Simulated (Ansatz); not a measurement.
## Do energy and pressure agree? Two volumes of InAs (R3m, 2 atoms in the cell)

```yaml
crystal:
  lattice:
    - [0.00000, 3.02091, 3.02091]
    - [3.02091, 0.00000, 3.02091]
    - [3.02091, 3.02091, 0.00000]
  atoms:
    - { symbol: In, position: [0.00478, 0.00478, 0.00478] }
    - { symbol: As, position: [0.25000, 0.25000, 0.25000] }
```

Method of the run: LDA (PW92), default PAW files made with PBE (plane waves; Ansatz, a program for electronic structure).

Settings: basis.ecutwfc = 74.2 Ry; kpoints.mp_grid.grid = 7 7 7; hamiltonian.xc = lda; hamiltonian.pseudopotentials = {kind: paw} (the program's default PAW files); scf.occupations.method = fermi_dirac; scf.occupations.width = 0.0037 Ry. This cutoff ends a ladder whose last two steps agree within 1 meV/atom.

The second cell is the first with its lattice scaled by 0.98, at the same fractional positions.

The starting cell has typed, rounded lattice constants, without a prior relaxation at this level. Its lattice was rescaled by up to half a per cent. One atom was moved a little off its site on purpose. Ansatz's pressure includes its estimate of the finite-basis (Pulay) stress. The run gives no clean gap (levels at the Fermi energy touch, overlap or are partly filled at this smearing), which alone does not show that the compound is a metal.

| cell | volume (Å³/atom) | pressure (GPa) | F less the first cell's (meV/atom) |
|---|---|---|---|
| first | 27.5685 | -0.38 | 0.00 |
| second | 25.9473 | 3.70 | ? |

Problem. Estimate the energy of the second cell from the pressures, and the bulk modulus between the two volumes.

Solution. With P = −dF/dV, the trapezoid gives ΔF ≈ −(P₁ + P₂)/2 · ΔV = −(1.660 GPa) · (-1.6212 Å³) = 16.80 meV/atom (1 eV/Å³ = 160.22 GPa). The modulus at fixed fractional positions is B = −ΔP/Δln V = 67 GPa, a mean over the interval. P(V) is curved, so the trapezoid lies high by about |ΔV|³·B·(1 + B′)/(12·V̄²) = 1.04 meV/atom for an assumed B′ = 4, which leaves 15.76 meV/atom. The runs gave 15.62 meV/atom, a miss of 0.14 meV/atom. Cases were kept where this miss is small, so the page shows the method and is no test of it.

Left out of this page: 15 runs of the series outside the window shown, repeating another row's setting, or not comparable.

Keys are those of Ansatz 0.2.
